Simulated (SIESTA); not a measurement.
A user runs SIESTA on MgCd2 (P-3m1, 6 atoms in the cell) and asks whether the run is sound. The aim is a self-consistent single point with DFT, GGA PBEsol, numerical atomic orbitals DZP, PseudoDojo PBEsol standard norm-conserving potentials (rewritten from UPF to PSML).

Input as run:

```
# files in the folder: Mg.psml Cd.psml (PseudoDojo PBEsol standard)
SystemName  siesta
SystemLabel siesta

NumberOfAtoms                6
NumberOfSpecies              2
%block ChemicalSpeciesLabel
  1 12 Mg
  2 48 Cd
%endblock ChemicalSpeciesLabel
LatticeConstant              1.0 Bohr
%block LatticeVectors
     5.866613180    0.000000000    0.000000000
    -2.933306590    5.080636400    0.000000000
     0.000000000    0.000000000   30.358244212
%endblock LatticeVectors
AtomicCoordinatesFormat      Ang
%block AtomicCoordinatesAndAtomicSpecies
     0.666667000    0.333333000    0.584470000  1
     0.333333000    0.666667000    0.415530000  1
     0.666667000    0.333333000    0.916480000  2
     0.333333000    0.666667000    0.083520000  2
     0.333333000    0.666667000    0.748550000  2
     0.666667000    0.333333000    0.251450000  2
%endblock AtomicCoordinatesAndAtomicSpecies

XC.functional                GGA
XC.authors                   PBEsol
PAO.BasisSize                DZP
PAO.EnergyShift              0.01 Ry
MeshCutoff                   300 Ry
%block kgrid.MonkhorstPack
   12   0   0  0.0
    0  12   0  0.0
    0   0   2  0.0
%endblock kgrid.MonkhorstPack
OccupationFunction           FD
ElectronicTemperature        100.0 meV

MaxSCFIterations             150
SCF.Mixer.Method             Broyden
SCF.Mixer.Weight             0.1
SCF.Mixer.History            6
SCF.DM.Tolerance             1.0E-04
Diag.ParallelOverK           true
WriteForces                  true
Charge.Mulliken              end
```

Log, with long lists cut:

```
reinit: Reading from file input.fdf

reinit: System Name: siesta
reinit: System Label: siesta

coor:   Atomic-coordinates input format  =     Cartesian coordinates
coor:                                          (in Angstroms)

siesta: Atomic coordinates (Bohr) and species
   [... lines left out ...]
outcell: Cell angles (23,13,12) (deg):     90.0000     90.0000    120.0000
outcell: Cell volume (Ang**3)        :    134.0867
siesta: WARNING: Atoms     1     3 too close: rij =    0.332010 Ang
siesta: WARNING: Atoms     2     4 too close: rij =    0.332010 Ang
siesta: WARNING: Atoms     3     5 too close: rij =    0.500423 Ang
siesta: WARNING: Atoms     4     6 too close: rij =    0.500423 Ang
siesta: WARNING: Atoms     7     9 too close: rij =    0.332010 Ang
siesta: WARNING: Atoms     8    10 too close: rij =    0.332010 Ang
   [... 89 lines left out ...]
siesta: WARNING: Atoms   142   144 too close: rij =    0.500423 Ang
siesta: WARNING: Atoms   145   147 too close: rij =    0.332010 Ang
siesta: WARNING: Atoms   146   148 too close: rij =    0.332010 Ang
siesta: WARNING: Atoms   147   149 too close: rij =    0.500423 Ang
siesta: WARNING: Atoms   148   150 too close: rij =    0.500423 Ang
new_DM -- step:     1
Initializing Density Matrix...

Attempting to read DM from file... Failed...
DM filled with atomic data:

InitMesh: MESH = 30 x 30 x 180 = 162000
InitMesh: Mesh cutoff (required, used) =   300.000   344.117 Ry

stepf: Fermi-Dirac step function
        iscf     Eharris(eV)        E_KS(eV)     FreeEng(eV)     dDmax    Ef(eV) dHmax(eV)
   scf:    1    22706.307933    10998.926222    10998.876957322.858788  8.539033269.324512
   scf:    2    10651.009476    10815.603874    10815.564484 67.351906  4.277770211.976211
   scf:    3    10544.699917    10655.563235    10655.524901219.188781 -3.764220 78.839764
   scf:    4    10653.414708    10645.034440    10645.012138511.829842-11.674396 50.833814
   scf:    5    10632.252352    10638.517097    10638.495442 69.638428 -9.519273 37.247831
   [... 20 lines left out ...]
   scf:   26    10626.401265    10626.401265    10626.356766  0.000118 -1.824093  0.000400
   scf:   27    10626.401265    10626.401265    10626.356766  0.000113 -1.824123  0.000367
   scf:   28    10626.401265    10626.401265    10626.356766  0.000107 -1.824152  0.000334
   scf:   29    10626.401265    10626.401265    10626.356766  0.000098 -1.824179  0.000301
SCF Convergence by DM+H criterion
max |DM_out - DM_in|         :     0.0000983787
max |H_out - H_in|      (eV) :     0.0003008773
SCF cycle converged after 29 iterations

Using DM_out to compute the final energy and forces

siesta: E_KS(eV) =            10626.4013

siesta: E_KS - E_eggbox =     10626.4013

siesta: Atomic forces (eV/Ang):
     1 9220.689879-9200.296571  372.787761
     2-9220.549213 9201.223996 -373.457217
     315693.941533************44235.744476
     4************15699.341517************
     5************22161.55090933755.798487
     622154.414443************************
   Tot    0.349590   -0.388932   -0.770929
   Max44235.744476
   Res22951.169723    sqrt( Sum f_i^2 / 3N )
   Max44235.744476    constrained

   [... lines left out ...]
siesta: FreeEng =     10626.356766
siesta: Cell volume =        134.086674 Ang**3
siesta:      337018.96456976      -1796.38414308  kBar
   [... lines left out ...]
Atom #   charge [q] valence [e]  Species
     1    14.830415   -4.830415  Mg
     2    14.826074   -4.826074  Mg
     3    -8.019676   28.019676  Cd
     4    -8.020353   28.020353  Cd
     5    -6.806604   26.806604  Cd
     6    -6.809855   26.809855  Cd
 Total     0.000000

siesta: Electric dipole (a.u.)  =   -0.000000   -0.000000   -0.000071
siesta: Electric dipole (Debye) =   -0.000000   -0.000000   -0.000181
```

### Question
Is anything amiss in this input, and did it matter?

### Answer
The run is not sound. The fault is fractional and Cartesian coordinates mixed up. Numbers meant as fractions of the cell vectors were read as lengths, or the reverse, so the atoms sit in the wrong places. To fix it, make label and numbers agree, by changing either. The run converged in 29 iterations without an error; against the sound input the free energy goes up by 5490 eV/atom, the pressure goes from -7.71 to 33700 GPa and the largest force goes from 0.394 to 49490 eV/Å. The full log also holds: “siesta: WARNING: Atoms     1     3 too close: rij =    0.332010 Ang” and “siesta: WARNING: Atoms     2     4 too close: rij =    0.332010 Ang”.

An input that runs soundly differs in these lines (not the only fix; some lines may just follow from the change or write a value another way):
```diff
-SystemName  siesta
+SystemName  MgCd2
-AtomicCoordinatesFormat      Ang
+AtomicCoordinatesFormat      Fractional
```

With that input, the run converged in 14 iterations: free energy E − TS -22290.1342 eV; Fermi level (on the code's own zero) -2.17 eV; pressure -7.71 GPa; largest force (vector length) 0.394 eV/Å (DFT, GGA PBEsol, numerical atomic orbitals DZP, PseudoDojo PBEsol standard norm-conserving potentials (rewritten from UPF to PSML)).

On the sound input: the starting cell comes from a database of computed structures (which also holds hypothetical and non-ambient phases and stackings), without a prior relaxation at this level. Its lattice was rescaled by a random factor within 2.5 % of one. Values carry the incompleteness of an atom-centred basis. With a pressure of about -8 GPa the cell is away from its equilibrium volume at this level.
